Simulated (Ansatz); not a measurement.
**LiF: response to strain**

Take LiF in the rock salt structure (space group Fm-3m, No. 225; a = 4.008 Å) as the base.

Strains are applied to the cell and any free atomic positions relax.

Method: DFT with PBEsol, PAW potentials and a 420 eV plane-wave cutoff in Ansatz (a first-principles code), spin-orbit coupling left out.

Candidates:
(a) isotropic strain −1.00 %
(b) isotropic strain +1.00 %
(c) isotropic strain +1.50 %

Base values:

The band gap comes out as 9.05 eV.

**Question.** Order them by band gap, highest first.

**Answer.** (a) isotropic strain −1.00 % (9.32 eV), (b) isotropic strain +1.00 % (8.79 eV), (c) isotropic strain +1.50 % (8.66 eV)

Whether these cells are dynamically stable was not tested.
